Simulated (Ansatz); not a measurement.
For CdTe (model structure, Pm-3m, No. 221, 2 atoms in the cell), PBE-D3(BJ) (PAW; Ansatz, an electronic-structure program) gives:

```
Quantity                   Value
------------------  ------------
lattice constant a       3.715 Å
cohesive energy     1.96 eV/atom
```

Task: What does r²SCAN+rVV10 (PAW; Ansatz) give for the same quantities?

Result: 
- lattice constant a: 3.740 Å (goes up by 0.7 %)
- cohesive energy: 1.86 eV/atom (drops by 0.10 eV/atom)

Changes are worked out from the printed values.

Unless a cell is named, each level is at its own relaxed cell (PBE-D3(BJ) 25.63, r²SCAN+rVV10 26.16 Å³/atom).

Levels without +SOC leave out spin–orbit coupling, which shifts energies and cells of such heavy elements.

Ansatz's density-functional and Hartree–Fock values are scalar-relativistic unless marked +SOC, with PAW data made under PBE.

A model structure was made by putting elements into a prototype or built by hand; it is no filed structure, need not be a known phase, and can be a saddle point held by its symmetry.
